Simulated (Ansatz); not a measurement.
Seebeck coefficient (μV/K, mean over directions) of n-type InP (F-43m) against carrier density, HSE06, rigid bands (Ansatz, a quantum-chemistry and plane-wave program). Computed gap 1.45 eV; densities at which minority carriers matter at this gap, or further valleys turn the trend, are left out. Conductivity mass 0.095 mₑ (harmonic mean over directions), N_c = 7.0e17 cm⁻³ at 300 K.

| electron density | 300 K | 500 K |
|---|---|---|
| 1e16 cm⁻³ | -578 | -648 |
| 1e17 cm⁻³ | -381 | -450 |
| 1e18 cm⁻³ | -193 | [?] |
| 3e18 cm⁻³ | -118 | [?] |
| 1e19 cm⁻³ | -61 | -99 |
| 3e19 cm⁻³ | -33 | -55 |
| 1e20 cm⁻³ | -18 | -33 |

### Question
Fill in the missing entries.

### Answer

- 1e18 cm⁻³, 500 K: -257
- 3e18 cm⁻³, 500 K: -173

Rigid bands with a gap fixed in temperature, one relaxation time for all states, no polarons or phonon drag, and whether or not such doping can be reached. Spin-orbit coupling is left out. Geometry: cell and atoms relaxed with PBEsol.
